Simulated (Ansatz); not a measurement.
How far PBE and r2SCAN part for MgF2, biaxial strain −0.51 %, plane normal [001], relaxed out of plane

The parent structure is MgF2 in the rutile structure (space group P4_2/mnm, No. 136; a = 4.698 Å, c = 3.093 Å). Axes: x, y, z lie along a, b, c of the conventional cell.

(Cell as relaxed with PBE.)

Levels (all Ansatz, a first-principles code, PAW): PBE (420 eV, no spin-orbit coupling); r2SCAN (500 eV, without spin-orbit coupling).

Each level relaxes its own structure.

| base | PBE | r2SCAN |
|---|---|---|
| volume per atom | 11.38 Å³ | 10.85 Å³ |
| lattice parameter a | 4.698 Å | 4.622 Å |
| band gap | 6.83 eV | 8.07 eV |

Modification: compressive biaxial strain of 0.51 % in the plane normal to [001], as in epitaxy on a mismatched substrate; the out-of-plane cell vector and the atoms relax.

```json
[
 {"quantity": "mean in-plane stress (compression positive)", "PBE": "+0.9 GPa", "r2SCAN": "+1.0 GPa"},
 {"quantity": "band gap", "PBE": "6.87 eV", "r2SCAN": "8.11 eV"},
 {"quantity": "shift of the gap caused by the change", "PBE": "+0.04 eV", "r2SCAN": "+0.04 eV"}
]
```

PBE's in-plane stress lies 0.1 GPa below r2SCAN's; PBE's band gap lies 1.24 eV below r2SCAN's; the two agree on the shift of the gap caused by the change. Neither level is exact; r2SCAN is the comparison here, not a measurement.

Whether these cells are dynamically stable was not tested.
